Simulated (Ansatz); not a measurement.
Here is the system:

```
CELL_PARAMETERS angstrom
      5.38359     0.00000     0.00000
      0.00000     5.38359     0.00000
      2.69179    -2.69179     5.39176
ATOMIC_POSITIONS crystal
  Zn 0.00000 0.00000 0.00000
  Zn 0.25000 0.25000 0.50000
  Ge 0.50000 0.50000 0.00000
  Ge 0.75000 0.75000 0.50000
  P  0.62500 0.37613 0.25000
  P  0.37613 0.12500 0.75000
  P  0.12500 0.87387 0.25000
  P  0.87387 0.62500 0.75000
```

No spin polarisation.

Calculations: PBEsol, PAW, 420 eV (Ansatz, a first-principles code; without spin-orbit coupling). Γ-centred 9×9×9 mesh, Fermi–Dirac width 0.05 eV.

### Question
Estimate the band gap.

### Answer
1.08 eV.

### Question
Estimate the gap character.

### Answer
Indirect, Γ → M–S (33 % along).

The cells carry an imposed strain or load. Whether these cells are dynamically stable was not tested. The cell was made from ZnGeP2 in the chalcopyrite structure (space group I-42d, No. 122) by this change: biaxial strain −0.75 %, plane normal [001], relaxed out of plane.
